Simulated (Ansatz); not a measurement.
Reference: NbH$_{2}$ (Fm-3m), PBEsol, DFPT electron-phonon coupling, linearised Boltzmann equation (plane waves, PAW, scalar-relativistic; Ansatz, a program for electronic structure); geometry: relaxed with this functional, without spin-orbit coupling.

```
CELL_PARAMETERS angstrom
      0.00000     2.25904     2.25904
      2.25904     0.00000     2.25904
      2.25904     2.25904     0.00000
ATOMIC_POSITIONS crystal
  Nb 0.00000 0.00000 0.00000
  H  0.25000 0.25000 0.25000
  H  0.75000 0.75000 0.75000
```

The resistivity at 300 K comes out as 11.3 μΩ·cm and the mean free path at 300 K is 7.7 nm. The electron-phonon coupling λ comes out as 0.38 and the logarithmic mean phonon energy comes out as 23 meV.

Q: Swap Nb for Ta, keeping the structure type. How do these values move?

A: TaH₂ (Fm-3m): volume per atom 7.7 to 7.6 Å³; resistivity at 300 K rises (11.3 μΩ·cm to 18.1 μΩ·cm); mean free path at 300 K falls (7.7 nm to 4.7 nm); electron-phonon coupling λ rises (0.38 to 0.73); logarithmic mean phonon energy falls (23 meV to 15.0 meV).

Q: Swap Nb for V, keeping the structure type. How do these values move?

A: VH₂ (Fm-3m): volume per atom 7.7 to 6.0 Å³; resistivity at 300 K stays about the same (11.3 μΩ·cm to 11.8 μΩ·cm); mean free path at 300 K falls (7.7 nm to 6.2 nm); electron-phonon coupling λ falls (0.38 to 0.30); logarithmic mean phonon energy rises (23 meV to 29 meV).

Q: Replace Nb by Lu on the same sites and relax. What happens?

A: LuH₂ (Fm-3m): volume per atom 7.7 to 10.2 Å³; resistivity at 300 K stays about the same (11.3 μΩ·cm to 11.7 μΩ·cm); mean free path at 300 K rises (7.7 nm to 11.9 nm); electron-phonon coupling λ falls (0.38 to 0.27); logarithmic mean phonon energy rises (23 meV to 25 meV).

Moves up to 7 % count as about the same. Metals; harmonic phonons alone scatter; means over directions. The mean free path is weighted by the current that each state carries. Halving the electron mesh moves these values by up to 5 %; q meshes are mostly untested. Some of the runs warned that the eigensolver left states short of its tolerance. Spin-orbit coupling is left out.

Formula and space group known from diffraction (Crystallography Open Database), not checked to be the room-temperature form: LuH2 (Fm-3m), NbH2 (Fm-3m), VH2 (Fm-3m). Computed structure with no diffraction record at hand here (it may be known, metastable or hypothetical): TaH2 (Fm-3m). Treated as nonmagnetic (a ferromagnetic start lost its moment, other orders weren't tried): VH2 (Fm-3m). The missing spin-orbit coupling matters most for LuH2 (Fm-3m), TaH2 (Fm-3m).
